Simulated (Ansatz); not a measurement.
The reference is InAgTe₂ in the chalcopyrite structure (space group I-42d, No. 122; a = 6.4319 Å, c = 12.7658 Å). Axes: x, y, z lie along a, b, c of the conventional cell.

Method: plane-wave PAW DFT at the PBEsol level (Ansatz, a quantum-chemistry and plane-wave program, 420 eV), no SOC.

One thing is altered: uniaxial strain ε_xx = −2.25 %, all other strain components held at zero, atoms relaxed at fixed cell.

**Question.** Estimate the effect on the energy relative to the base.

**Answer.** The energy goes up by 3.0 meV/atom.

**Question.** Predict the new largest internal atomic displacement.

**Answer.** The largest internal atomic displacement comes out as 0.011 Å.

Whether these cells are dynamically stable was not tested.
